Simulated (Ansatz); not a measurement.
Take ZrB2 (space group P6/mmm, No. 191; a = 3.155 Å, c = 3.506 Å; relaxed with 0.1 eV smearing) as the base. Axes: x lies along a and z along c of the hexagonal cell.

All numbers come from Ansatz (a quantum-chemistry and plane-wave program), PBEsol, PAW, cutoff 420 eV, no SOC.

Base values:

The volume per atom is 10.08 Å³.

One thing is altered: biaxial strain −1.50 %, plane normal [001], relaxed out of plane (Cartesian); in-plane vectors clamped, the third vector and the atoms free.

**Question.** How does this affect the in-plane stress and volume per atom?

**Answer.** The mean in-plane stress (compression positive) comes out as +9.0 GPa; the volume per atom shrinks by 0.22 Å³ to 9.86 Å³.

Whether these cells are dynamically stable was not tested. All final runs are without spin polarisation.
